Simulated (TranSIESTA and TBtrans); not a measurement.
Junction: Ag chain with one bond stretched by 1.0 Å. Leads: straight Ag chain, spacing 2.65 Å. Geometry: as built, not relaxed. Transport runs along z; the first 4 and the last 4 of the 14 atoms are the lead cells, repeated to infinity.

```xyz
14
Lattice="9.000 0.000 0.000 0.000 9.000 0.000 0.000 0.000 38.100" Properties=species:S:1:pos:R:3 pbc="F F T"
Ag     4.500     4.500     0.000
Ag     4.500     4.500     2.650
Ag     4.500     4.500     5.300
Ag     4.500     4.500     7.950
Ag     4.500     4.500    10.600
Ag     4.500     4.500    13.250
Ag     4.500     4.500    15.900
Ag     4.500     4.500    19.550
Ag     4.500     4.500    22.200
Ag     4.500     4.500    24.850
Ag     4.500     4.500    27.500
Ag     4.500     4.500    30.150
Ag     4.500     4.500    32.800
Ag     4.500     4.500    35.450
```

Run with TranSIESTA and TBtrans (open boundaries, self-consistent; PseudoDojo norm-conserving potentials, scalar-relativistic): PAO.BasisSize DZP, PAO.EnergyShift 0.15 eV, XC.Authors PBE, Mesh.Cutoff 200 Ry, ElectronicTemperature 300 K, TS.Voltage 0.0 eV, TBT.Elecs.Eta 0.001 eV, no spin polarisation.

Energies count from the leads' Fermi level. Transmissions are for one spin of a degenerate pair. The energy step is 0.01 eV; narrower resonances are cut or missed.

| E (eV) | T |
|---|---|
| -0.20 | 0.701 |
| -0.15 | 0.712 |
| -0.10 | 0.720 |
| -0.05 | 0.727 |
| 0.00 | 0.733 |
| 0.05 | 0.737 |
| 0.10 | 0.741 |
| 0.15 | 0.744 |
| 0.20 | 0.746 |

Question: Give the zero-bias conductance in μS and the resistance at 300 K.

Answer: At the Fermi level T = 0.733. Averaged with −∂f/∂E over the full grid (kT = 25.9 meV) it is 0.732. With G0 = 2e²/h = 77.48 μS, G = 56.7 μS and R = 1/G = 17.6 kΩ.

Question: The eigenchannels at the Fermi level transmit 0.733. What Fano factor of the shot noise follows at low temperature and bias?

Answer: F = Σ τ(1 − τ)/Σ τ = 0.196/0.733 = 0.27.

The straight chain is held at its spacing; free chains may zigzag or dimerise. No spin-polarised start was tried, so a magnetic state, if there is one, is missed.
